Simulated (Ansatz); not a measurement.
The structure below was relaxed with PBEsol, PAW, 420 eV (Ansatz, a first-principles code; no spin-orbit coupling).

Space group F-43m (No. 216); a = b = c = 6.729 Å, α = β = γ = 90.00°

| atom | site | symmetry | x | y | z |
|---|---|---|---|---|---|
| Sn | 4d | -43m | 0.7500 | 0.7500 | 0.7500 |
| Pb | 4a | -43m | 0.0000 | 0.0000 | 0.0000 |

Question: Write out a cell with all atoms.

Answer: 
```
SnPb
1.0
    6.72895     0.00000     0.00000
    0.00000     6.72895     0.00000
    0.00000     0.00000     6.72895
Sn Pb
4 4
Direct
  0.25000   0.25000   0.75000
  0.25000   0.75000   0.25000
  0.75000   0.25000   0.25000
  0.75000   0.75000   0.75000
  0.00000   0.00000   0.00000
  0.00000   0.50000   0.50000
  0.50000   0.00000   0.50000
  0.50000   0.50000   0.00000
```
This is the conventional cell.

No phonon test of stability was made. The cell was made from PbTe by this change: Te → Sn; the result is a hypothetical phase, not in the database extracts checked.
